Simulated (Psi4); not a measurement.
Psi4 1.11, PBE0/def2-svpd: Au(OH)(NH3) ([NH3]->[Au][OH]), 7 atoms. The geometry is a generated start, not checked to be a minimum at this level.

| Quantity | Result |
|---|---|
| task | energy |
| method | pbe0 |
| basis | def2-svpd |
| memory | 3 GB |
| maxiter | 100 |
| keys of the molecule block | symmetry c1 |
| scf_type | df (default) |
| e_convergence | 1e-06 (default) |
| d_convergence | 1e-06 (default) |
| dft_radial_points | 75 (default) |
| dft_spherical_points | 302 (default) |
| effective core potentials | those of the basis set, past Kr |
| basis functions | 110 |
| grid points | 152648 |

```xyz
7

Au     0.4641     0.2017     0.5432
O      1.6272     0.8656     1.9870
H      1.5335     1.8103     2.0791
N     -0.7547    -0.6155    -0.9636
H     -1.3647     0.0947    -1.3521
H     -1.3247    -1.3634    -0.5840
H     -0.1806    -0.9935    -1.7096
```

Charge 0 and multiplicity 1 are set for this test and not shown to be the ground state.

With the defaults (diis = true, scf_initial_accelerator = adiis, damping_percentage = 0, guess = auto, which took SAD, level_shift = 0, level_shift_cutoff = 0.01, soscf = false, soscf_start_convergence = 0.01, diis_max_vecs = 10, diis_start = 1) it converges in 10 SCF iterations. One run each on 2 threads, with these changes:
- scf_initial_accelerator = none
- soscf = true
- diis = false, scf_initial_accelerator = none, damping_percentage = 60
- guess = huckel
- diis_start = 4
- guess = core
- diis_max_vecs = 3
- level_shift = 0.5, level_shift_cutoff = 0.001
- soscf = true, soscf_start_convergence = 0.1

Question: Which of these changes keep the SCF from converging, or lead it to another solution?

Answer: No convergence: diis = false, scf_initial_accelerator = none, damping_percentage = 60 (the run ends without SCF convergence in 100 iterations). The rest reach the solution of the defaults.

| setting | SCF iterations | JK calls | end |
|---|---|---|---|
| soscf = true, soscf_start_convergence = 0.1 | 7 | 28 | same solution |
| soscf = true | 7 | 23 | same solution |
| the defaults | 10 | 11 | same solution |
| level_shift = 0.5, level_shift_cutoff = 0.001 | 10 | 11 | same solution |
| scf_initial_accelerator = none | 10 | 11 | same solution |
| guess = huckel | 11 | 36 | same solution |
| guess = core | 13 | 13 | same solution |
| diis_max_vecs = 3 | 16 | 17 | same solution |
| diis_start = 4 | 17 | 18 | same solution |
| diis = false, scf_initial_accelerator = none, damping_percentage = 60 | 100 | 101 | no convergence |

An SOSCF iteration holds several JK calls; a Hückel guess adds calls on atoms. 1 further run of the study ended by our limits or in an error and is left out.
